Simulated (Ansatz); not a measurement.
What biaxial strain +1.80 %, plane normal [001], relaxed out of plane does to SnO

Start from SnO in the litharge type structure (space group P4/nmm, No. 129; a = 3.836 Å, c = 4.757 Å; layered, stacked along the Cartesian z axis). Axes: x, y, z lie along a, b, c of the conventional cell.

The change: tensile biaxial strain of 1.80 % in the plane normal to [001], as in epitaxy on a mismatched substrate; the out-of-plane cell vector and the atoms relax.

The values are results of plane-wave PAW DFT at the PBE-D3(BJ) level (Ansatz, an electronic-structure program, 420 eV), scalar-relativistic without spin-orbit coupling, earlier PAW set, not measurements. k-mesh 12×12×10 (Γ-centred); smearing 0.05 eV (Fermi–Dirac).

| quantity | base | changed | shift |
|---|---|---|---|
| volume per atom | 17.50 Å³ | 17.91 Å³ | +0.41 Å³ |
| space group | P4/nmm (No. 129) | P4/nmm (No. 129) | – |
| shortest interatomic distance | 2.241 Å | 2.258 Å | +0.017 Å |
| pressure (mean of the normal stresses, compression positive) | 0.0 GPa | -1.9 GPa | -1.9 GPa |
| band gap | zero | 0.27 eV | – |
| gap character | absent | indirect, M–Γ (80 % along) → M | – |
| out-of-plane strain (rough) | – | -1.27 % | – |
| mean in-plane stress (compression positive) (rough) | – | -2.8 GPa | – |

Final structure (turned so that z lies along the plane normal):

```
CELL_PARAMETERS angstrom
      3.90524     0.00000     0.00000
      0.00000     3.90524     0.00000
      0.00000     0.00000     4.69706
ATOMIC_POSITIONS crystal
  Sn 0.50000 0.00000 0.24142
  Sn 0.00000 0.50000 0.75858
  O  0.00000 0.00000 0.00000
  O  0.50000 0.50000 0.00000
```

Without a gap, meshes like the base's 12×12×10 leave anisotropic stresses uncertain by several tenths of a GPa, and small strain energies with them. Whether these cells are dynamically stable was not tested. The final runs are not spin-polarised. The zero or small gap of SnO can change with the level of theory.
